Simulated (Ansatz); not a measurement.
## HgS: energy against strain

HgS (zinc blende, F-43m, 25.359 Å³/atom at rest) under an equal strain ε in the (111) plane with the normal axis free, as in a coherent film. PBEsol in Ansatz, a plane-wave DFT program (PAW, default set), 420 eV, 10×10×10 Γ-centred mesh, Fermi-Dirac smearing 0.05 eV; ions are relaxed within the symmetry of each cell.

Here s stands for strain and y for E less E0.

| strain (%) | E less E0 (meV/atom) |
|---|---|
| -2.50 | ? |
| -1.25 | 2.31 |
| -0.83 | 1.03 |
| -0.42 | 0.27 |
| 0.00 | 0.00 |
| 0.42 | 0.27 |
| 0.83 | 1.05 |
| 1.25 | 2.38 |

Using a parabola, estimate the missing y at s = -2.50 from the other rows, showing the fit.

Least squares gives y = 0.005 + 0.0214·s + 1.4986·s². Residuals (row less fit): -0.010, 0.010, 0.010, -0.005, -0.008, -0.005, 0.007; standard error 0.011 (degrees of freedom: 4). Twice the quadratic coefficient over the volume, 2 × 1.4986 meV × 10⁴ × 0.1602 / 25.359 Å³, is twice the biaxial elastic modulus of this plane = 189 ± 0.9 GPa. At the withheld row, y = 0.005 + 0.0214 × (-2.50) + 1.4986 × (-2.50)² = 9.318 meV/atom. The calculation gives 9.07 meV/atom, 0.248 meV/atom below the prediction (2.7 % of the range of y in the table). The row lies outside the fitted rows, so this is an extrapolation. From the scatter of the fitted rows alone, a prediction at this place has a standard error of 0.041 meV/atom, so the miss is 6.0 times that.

One order more, fitted to all 13 runs of the series, follows each within 0.01, so the miss is the next term of a smooth law. This level leaves no gap over 0.05 eV at strain -2.50, -1.25, -0.83, -0.42, 0.00, 0.42, 0.83, 1.25, where the mesh may be coarse. HgS is here metacinnabar; cinnabar is the stable form. Rows are the converged runs of the series near zero and its far end; series whose fitted rows scatter by over a few per cent of the range, as at a crossing or softening among them, aren't shown in this form. Most that stay on the fit to the last digits aren't either.
